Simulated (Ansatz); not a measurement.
Hypothetical P6_3/mmc HgI2: response to strain

The reference is HgI2 in the 2H-MoS2 type structure (space group P6_3/mmc, No. 194; a hypothetical phase, not in the database extracts checked).

```xyz
6
Lattice="4.1661 0.0000 0.0000 -2.0831 3.6080 0.0000 0.0000 0.0000 14.1833" Properties=species:S:1:pos:R:3 pbc="T T T"
Hg     0.0000     2.4053     3.5458
Hg     2.0831     1.2027    10.6375
I      0.0000     2.4053     8.7247
I      2.0831     1.2027     1.6331
I      2.0831     1.2027     5.4586
I      0.0000     2.4053    12.5503
```

Cartesian axes are those of the cell as printed.

Strains are applied to the cell and any free atomic positions relax; under biaxial strain the out-of-plane vector relaxes too.

Levels (all Ansatz, an electronic-structure program, PAW): PBE-D3(BJ) (420 eV, without spin-orbit coupling); r2SCAN+rVV10 (500 eV, spin-orbit coupling left out).

The base cell above is that of PBE-D3(BJ); each level relaxes its own structures.

Notes on the quantities. pressure: mean of the normal stresses, compression positive.

```csv
case,"pressure, PBE-D3(BJ)","pressure, r2SCAN+rVV10"
"biaxial strain −1.14 %, plane normal [001], relaxed out of plane",0.52 GPa,0.58 GPa
"biaxial strain −0.82 %, plane normal [001], relaxed out of plane",0.37 GPa,0.41 GPa
"biaxial strain +3.37 %, plane normal [001], relaxed out of plane",-1.26 GPa,-1.41 GPa
"biaxial strain +3.47 %, plane normal [001], relaxed out of plane",-1.29 GPa,-1.45 GPa
isotropic strain −4.21 %,3.8 GPa,4.2 GPa
isotropic strain +1.40 %,-0.79 GPa,-0.85 GPa
isotropic strain +4.21 %,-1.88 GPa,-2.05 GPa
```

The two levels differ by at most about 0.4 GPa. They put the cases in the same order.

The mesh was chosen for an insulator and is coarse for the gapless case. No phonon test of stability was made. The final runs are not spin-polarised.
